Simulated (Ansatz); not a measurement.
hypothetical rock salt ZrSi with two functionals, pressure 15 GPa

The parent structure is ZrSi in the rock salt structure (space group Fm-3m, No. 225; a = 5.397 Å; a hypothetical phase, not in the database extracts checked).

(Cell as relaxed with PBE.)

Levels (all Ansatz, a program for electronic structure, PAW, earlier PAW set): PBE (420 eV, no spin-orbit coupling); PBEsol (420 eV, spin-orbit coupling left out).

Each level relaxes its own structure.

```json
[
 {"base": "volume per atom", "PBE": "19.65 Å³", "PBEsol": "19.05 Å³"},
 {"base": "lattice parameter a", "PBE": "5.397 Å", "PBEsol": "5.342 Å"},
 {"base": "band gap", "PBE": "zero", "PBEsol": "zero"}
]
```

Now apply this change: a hydrostatic pressure of 15 GPa.

```
quantity                           PBE   PBEsol
-----------------------------  -------  -------
band gap                          zero     zero
shortest interatomic distance  2.603 Å  2.582 Å
```

PBE's shortest interatomic distance lies 0.0216 Å above PBEsol's (0.8 %); the two agree on the band gap. Neither level is exact; PBEsol is the comparison here, not a measurement.

Load acts through the strain it causes; cell and atoms are relaxed under it. Stability against distortions was not tested. No other phases were tried under pressure. All final runs are without spin polarisation.
